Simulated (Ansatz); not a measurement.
How a calculation on TlSbWO₆ (Ima2, 18 atoms in the cell) responds to its settings

```yaml
crystal:
  lattice:
    - [-3.60894, 5.16495, 3.66120]
    - [3.60894, -5.16495, 3.66120]
    - [3.60894, 5.16495, -3.66120]
  atoms:
    - { symbol: Tl, position: [0.29129, 0.69344, 0.09785] }
    - { symbol: Tl, position: [0.59559, 0.19344, 0.90215] }
    - { symbol: Sb, position: [0.99905, 0.99905, 0.00000] }
    - { symbol: Sb, position: [0.99905, 0.49905, 0.50000] }
    - { symbol: W, position: [0.49850, 0.49664, 0.50186] }
    - { symbol: W, position: [0.99478, 0.99664, 0.49814] }
    - { symbol: O, position: [0.30763, 0.24954, 0.55809] }
    - { symbol: O, position: [0.69145, 0.74954, 0.44191] }
    - { symbol: O, position: [0.92756, 0.25269, 0.17487] }
    - { symbol: O, position: [0.07782, 0.75269, 0.82513] }
    - { symbol: O, position: [0.93653, 0.24760, 0.56723] }
    - { symbol: O, position: [0.68037, 0.36930, 0.43277] }
    - { symbol: O, position: [0.93653, 0.86930, 0.18893] }
    - { symbol: O, position: [0.68037, 0.74760, 0.81107] }
    - { symbol: O, position: [0.31978, 0.25403, 0.18807] }
    - { symbol: O, position: [0.06596, 0.13171, 0.81193] }
    - { symbol: O, position: [0.31978, 0.63171, 0.56575] }
    - { symbol: O, position: [0.06596, 0.75403, 0.43425] }
```

Base run A: PBEsol, default PAW files made with PBE run with Ansatz (a program for electronic structure), self-consistent single point.

Its settings: basis.ecutwfc = 420 eV; kpoints.mp_grid.grid = 3 3 3; hamiltonian.xc = pbesol; hamiltonian.pseudopotentials = {kind: paw} (the program's default PAW files); scf.occupations.method = gaussian; scf.occupations.width = 0.05 eV.

The starting cell comes from a database of computed structures (which also holds hypothetical and non-ambient phases and stackings), without a prior relaxation at this level. Its lattice was rescaled by a random factor within 2.5 % of one. Spin-orbit coupling is off. Ansatz's pressure includes its estimate of the finite-basis (Pulay) stress.

Absolute energies have different zeros for different potentials, functionals, Hubbard and dispersion terms and are not compared across them.

Run A gave: pressure (GPa) -0.82; largest force (eV/Å) 0.362; gap on the mesh (eV) 2.805.

Runs:
- B: hamiltonian.xc: pbesol → lda [LDA (PW92)]
- C: hamiltonian.xc: pbesol → blyp [BLYP]
- D: basis.ecutwfc: 420 eV → 500 eV; hamiltonian.xc: pbesol → r2scan [r2SCAN]

What does run C change against A?

The pressure goes from -0.82 to 7.90 GPa, the largest force goes from 0.362 to 0.398 eV/Å and the gap on the mesh goes from 2.805 to 2.843 eV.

What does run B change against A?

The pressure goes from -0.82 to -4.89 GPa, the largest force goes from 0.362 to 0.533 eV/Å and the gap on the mesh goes from 2.805 to 2.751 eV.

What does run D change against A?

The pressure goes from -0.82 to -1.75 GPa, the largest force moves little (0.362 to 0.365 eV/Å) and the gap on the mesh goes from 2.805 to 3.296 eV.

```tsv
run	pressure (GPa)	largest force (eV/Å)	gap on the mesh (eV)
A	-0.82	0.362	2.805
B	-4.89	0.533	2.751
C	7.90	0.398	2.843
D	-1.75	0.365	3.296
```

Left out of this page: 2 runs of the series held back from this collection.

Keys are those of Ansatz 0.2.
